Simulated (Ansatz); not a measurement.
The starting structures come from a database of crystals and need not be the phases stable at ambient conditions.

Evanescent states of ZnSe2 (Pa-3, not sure to be the ambient phase, 12 atoms a cell, 21.6 Å³ an atom, -2 GPa at this level) along the normal of (111)

The numbers are results of r2SCAN (plane waves, PAW; Ansatz, an electronic-structure program), not measurements.

No gap correction and no spin-orbit coupling; mid-gap values are interpolated between computed energies.

Energies count from the valence-band top; κ is the least over a 6×6 mesh across the current.

```csv
E (eV),κ (1/Å),where
0.04,0.060,Γ
0.10,0.103,Γ
0.17,0.131,Γ
0.24,0.154,Γ
0.32,0.172,Γ
0.39,0.171,off Γ
0.46,0.169,off Γ
0.53,0.166,off Γ
0.59,0.162,off Γ
0.67,0.156,off Γ
0.73,0.149,off Γ
0.81,0.139,off Γ
0.88,0.127,off Γ
0.94,0.111,off Γ
1.01,0.089,off Γ
1.08,0.047,Γ
```

Question: How thick must the barrier be to attenuate the transmission by 10^6 when the electrodes' Fermi level lies at 0.17 eV, and what attenuation does that film give at 0.59 eV?

Answer: d = 6 ln 10 / (2 × 0.131) = 52.7 Å. At 0.59 eV it gives 6 × 0.162/0.131 = 7.4 decades.
